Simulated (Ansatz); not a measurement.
Er_Si in 3C silicon carbide: one set of geometries, relaxed with PBE, evaluated in Ansatz (PAW, plane waves to 420 eV, 500 eV under r2SCAN) with PBE, r2SCAN.

Cell and caveats: 64-site cell; 2×2×2 shifted k-points; start: the Si site; charged states image-corrected; no Hubbard U; finite-size errors of tenths of an eV; flagged in the runs: a doubtful potential alignment, a strain field that reaches the edge of the cell.

```json
[
 {"quantity": "host gap (eV)", "PBE": "1.37", "r2SCAN": "?"},
 {"quantity": "ε(0/−1) above the VBM (eV)", "PBE": "0.58", "r2SCAN": "?"},
 {"quantity": "largest moment on one atom at charge 0 (μB)", "PBE": "2.88", "r2SCAN": "?"},
 {"quantity": "largest moment on one atom at charge −1 (μB)", "PBE": "2.87", "r2SCAN": "?"}
]
```

Task: Given the lower rungs, what does r2SCAN give?

Result: 
- host gap (eV), r2SCAN: 1.72
- ε(0/−1) above the VBM (eV), r2SCAN: 0.57
- largest moment on one atom at charge 0 (μB), r2SCAN: 3.02
- largest moment on one atom at charge −1 (μB), r2SCAN: 2.97

Ansatz is a program for electronic structure.
